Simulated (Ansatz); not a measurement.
Base system: MgO in the rock salt structure (space group Fm-3m, No. 225; a = 4.2141 Å). Axes: x, y, z lie along the cube axes.

Method: PBEsol (Ansatz, a program for electronic structure, PAW, no spin-orbit coupling).

For the base:

The gap character is direct at Γ.

It is then changed as follows: the cell is compressed by 1.50 % along z with no lateral relaxation; the atoms relax in the strained cell.

Q: How does this affect the energy relative to the base, gap character and stress?

A: The energy increases by 2.1 meV/atom; the gap character stays direct at Γ; the stress (xx, yy, zz, yz, xz, xy; compression positive) is (1.39, 1.39, 4.83, 0.00, 0.00, 0.00) GPa.

Whether these cells are dynamically stable was not tested. Labels are those of the standard path for the cell's own space group.
